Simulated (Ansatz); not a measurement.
Ansatz (a first-principles code) run on MgH2 (P4_2/mnm, 6 atoms in the cell): dielectric-response calculation.

Method of the run: PBE (plane waves, PAW; Ansatz).

```yaml
crystal:
  lattice:
    - [4.53356, 0.00000, 0.00000]
    - [0.00000, 4.53356, 0.00000]
    - [0.00000, 0.00000, 3.02906]
  atoms:
    - { symbol: Mg, position: [0.00000, 0.00000, 0.00000] }
    - { symbol: Mg, position: [0.50000, 0.50000, 0.50000] }
    - { symbol: H, position: [0.30400, 0.30400, 0.00000] }
    - { symbol: H, position: [0.80400, 0.19600, 0.50000] }
    - { symbol: H, position: [0.19600, 0.80400, 0.50000] }
    - { symbol: H, position: [0.69600, 0.69600, 0.00000] }
```

Reference input (self-consistent single point, DFT, PBE, plane waves, default PAW files): basis.ecutwfc = 420 eV; kpoints.mp_grid.grid = 6 6 8; hamiltonian.xc = pbe; hamiltonian.pseudopotentials = {kind: paw} (the program's default PAW files); scf.occupations.method = fermi_dirac; scf.occupations.width = 0.01 eV. This run's input differs from it in these lines:

Ansatz 0.2 input:
```diff
@@ -16,3 +16,3 @@
 kpoints:
-  mp_grid: { grid: [6, 6, 8] }
+  mp_grid: { grid: [11, 11, 16] }
 hamiltonian:
@@ -21,7 +21,4 @@
 scf:
-  occupations: { method: fermi_dirac, width: 0.01 }
-output:
-  forces: true
-  eigenvalues: true
-  stress: true
+  occupations: { method: fixed }
+dielectric: {}
```

The program printed (abridged):

```
SCF iter   1: F=—  HF=-3912.184572 eV  |F-HF|=—  |Δ(HF+E_count)|=         —  Δρ=4.63e-4  dr2=6.25e-5  ethr=1.77e-3  ⟨swp⟩=5.0  Hψ=40468  notcnv=0  defer=2099
all-band conjugate gradients solve this SCF's bands
preconditioner: auto → none
SCF iter   2: F=—  HF=-3912.183964 eV  |F-HF|=—  |Δ(HF+E_count)|=   6.07e-4  Δρ=2.40e-4  dr2=1.28e-5  ethr=2.61e-7  ⟨swp⟩=2.6  Hψ=21815  notcnv=0  defer=2135
SCF iter   3: F=—  HF=-3912.184004 eV  |F-HF|=—  |Δ(HF+E_count)|=   3.99e-5  Δρ=1.03e-4  dr2=2.30e-6  ethr=5.32e-8  ⟨swp⟩=2.0  Hψ=14296  notcnv=0  defer=1499
SCF iter   4: F=—  HF=-3912.184023 eV  |F-HF|=—  |Δ(HF+E_count)|=   1.92e-5  Δρ=2.01e-5  dr2=8.93e-8  ethr=9.58e-9  ⟨swp⟩=2.0  Hψ=15139  notcnv=0  defer=951
SCF iter   5: F=—  HF=-3912.184024 eV  |F-HF|=—  |Δ(HF+E_count)|=   1.55e-7  Δρ=1.14e-6  dr2=4.72e-10  ethr=3.72e-10  ⟨swp⟩=2.0  Hψ=15144  notcnv=0  defer=951
SCF iter   6: F=-3912.184024 eV  HF=-3912.184024 eV  |F-HF|=3.64e-12  |Δ(HF+E_count)|=  8.78e-10  Δρ=2.09e-7  dr2=1.03e-11  ethr=1.00e-12  ⟨swp⟩=8.2  Hψ=35445  notcnv=0
SCF 1 converged in 6 iterations: F = -3912.184024 eV  dr2 = 1.03e-11
DFPT response loops at Γ: preconditioner auto → none (the input reference at scf.mixing.eps_inf says where Resta's filter doesn't serve); β = 0.50 …
Free energy (F): -3912.184024 eV
Internal energy: -3912.184024 eV  (E = F + TS)
E sigma→0 (E₀):  -3912.184024 eV
Fermi energy:    1.714379 eV
--- Dielectric response (ions clamped): 2 representative field directions + reference, on 534 of 1936 k-points (Σ response iterations 13) ---
  k mesh reduced under 2 symmetry operations, with k and −k counted as one. Each operation leaves every solved perturbation unchanged …
  ε∞ (high-frequency dielectric tensor):
        3.944292    -0.000000     0.000000
   [... lines left out ...]
         0.23081   -0.94116    0.00000
         0.00000    0.00000   -0.98964
    site 5:
        -0.94116   -0.23081    0.00000
        -0.23081   -0.94116    0.00000
         0.00000    0.00000   -0.98964
  Z* charge neutrality: 2.360e-5 e pre-enforcement
  k-mesh period / interband length: 49.9 Å / 1.62 Å = 30.71 at k = (0.0000, 0.3636, 0.0000), direct gap 4.963 eV — 14 or more, which is no proof of convergence
```

The run converged in 6 iterations. 

Summary of the result:
| Item | Value |
|---|---|
| Free energy E − TS (on the zero of these files) | -3912.1840 eV |
| Top of the valence band (on the code's own zero) | 1.71 eV |
| Gap on the k-point mesh | 3.72 eV |
| ε∞ at this k-point mesh, which may be far from converged in small-gap cells (xx, yy, zz) | 3.94, 3.94, 4.00 |
| Born charges at this mesh (mean of the diagonal, e) | Mg 1.91, Mg 1.91, H -0.96, H -0.96, H -0.96, H -0.96 |

The starting cell has typed, rounded lattice constants, without a prior relaxation at this level. Its lattice was rescaled by up to half a per cent.

Cost on one core of a shared machine: roughly 3 min.
